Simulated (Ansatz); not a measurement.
This Ansatz (a program for electronic structure) input is the reference run, HgS in the zinc blende structure (space group F-43m, No. 216), computed with Kohn–Sham DFT with the PBEsol functional, run in Ansatz with PAW and 420 eV plane waves, no spin-orbit coupling:

Ansatz 0.2 input:
```yaml
crystal:
  lattice:
    - [0, 2.9379255343, 2.9379255343]
    - [2.9379255343, 0, 2.9379255343]
    - [2.9379255343, 2.9379255343, 0]
  atoms:
    - { symbol: S, position: [0.75, 0.75, 0.75] }
    - { symbol: Hg, position: [0, 0, 0] }
basis: { ecutwfc: 420, ecutrho_ratio: 4, xc_grid: 2, fft_grid_basis: typed }
kpoints: { mp_grid: { grid: [10, 10, 10] } }
hamiltonian:
  xc: pbesol
  dispersion: none
  pseudopotentials: { kind: paw }
scf: { occupations: { method: fermi_dirac, width: 0.05 }, convergence: { dr2_threshold: 0.0000000002 } }
output: { forces: true, stress: true }
```

Task: Write the input for this change: every lattice vector is shortened by 4.15 %; the atoms relax in the strained cell.

Result: 
Ansatz 0.2 input:
```yaml
crystal:
  lattice:
    - [0, 2.8160016246, 2.8160016246]
    - [2.8160016246, 0, 2.8160016246]
    - [2.8160016246, 2.8160016246, 0]
  atoms:
    - { symbol: S, position: [0.75, 0.75, 0.75] }
    - { symbol: Hg, position: [0, 0, 0] }
basis: { ecutwfc: 420, ecutrho_ratio: 4, xc_grid: 2, fft_grid_basis: typed }
kpoints: { mp_grid: { grid: [10, 10, 10] } }
hamiltonian:
  xc: pbesol
  dispersion: none
  pseudopotentials: { kind: paw }
scf: { occupations: { method: fermi_dirac, width: 0.05 }, convergence: { dr2_threshold: 0.0000000002 } }
relax: { f_tol: 0.005, max_steps: 50 }
output: { forces: true, stress: true }
checkpoint: { write: state.ck, write_every: 1000 }
```
This is the input that was run.

Whether these cells are dynamically stable was not tested. All final runs are without spin polarisation.
